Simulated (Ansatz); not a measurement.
Abridged Ansatz (an electronic-structure program) output:

```
Pseudopotential: Zr, paw, valence charge 12
Pseudopotential: O, paw, valence charge 6
Crystal: 6 atoms, lattice volume = 67.806 Å³
Basis set: ecut = 500 eV, 1739 PW (Γ), exchange–correlation on 108×108×160 points (64 copies of the dense FFT grid, shifted against one another)
Bands: 30, of which v1, the nominal top of the filled ones, is band 24 counted from 1 (23 counted from 0)
Symmetry: 16 space group operations
k-points: 60 of 567
Functional: x = r2scan, c = r2scan; τ floored in thin density (d = 2e-4 eV/Å³)
SCF iter   1: F=—  HF=-10676.174673 eV  |F-HF|=—  |Δ(HF+E_count)|=         —  Δρ=1.51e-2  dr2=1.84e-1  dr2_τ=3.82e-1  ethr=1.77e-3  ⟨swp⟩=5.7  Hψ=7466  notcnv=0
SCF iter   2: F=—  HF=-10676.296058 eV  |F-HF|=—  |Δ(HF+E_count)|=   1.21e-1  Δρ=6.61e-3  dr2=1.25e-2  dr2_τ=6.71e-3  ethr=3.84e-4  ⟨swp⟩=2.0  Hψ=3445  notcnv=0  defer=120
SCF 1 converged in 8 iterations: F = -10676.295870 eV  dr2 = 1.31e-10
SCF converged after 8 iterations
Free energy (F): -10676.295870 eV
Internal energy: -10676.295870 eV  (E = F + TS)
E sigma→0 (E₀):  -10676.295870 eV
Fermi energy:    13.119822 eV
--- Forces (eV/Å), atoms counted from 1 ---
  atom   1  Zr     0.00000000     0.00000000     0.00000000
  atom   2  Zr     0.00000000     0.00000000     0.00000000
  atom   3  O      0.00000000     0.00000000     0.00007737
  atom   4  O      0.00000000     0.00000000     0.00007737
  atom   5  O      0.00000000     0.00000000    -0.00007737
  atom   6  O      0.00000000     0.00000000    -0.00007737
--- Stress (GPa, compression-positive) ---
       -0.003206       0.000000       0.000000
        0.000000      -0.003206       0.000000
        0.000000       0.000000      -0.008711
  P = ⅓ Tr σ = -0.0050 GPa (-0.050 kbar)
```

Problem. What was computed, and what are the main results?

Solution. ZrO2, 6 atoms in the cell, with Ansatz, r2SCAN, PAW, cutoff 500 eV, no spin-orbit coupling. The last SCF converged to F = -10676.295870 eV, or -1779.3826 eV per atom, at a pressure of -0.01 GPa. The total energy compares only with runs of the same code, potentials and settings.

Whether these cells are dynamically stable was not tested. The cell is ZrO$_{2}$ (space group P4_2/nmc, No. 137). This is not the structure that ZrO2 has at room temperature and ambient pressure.
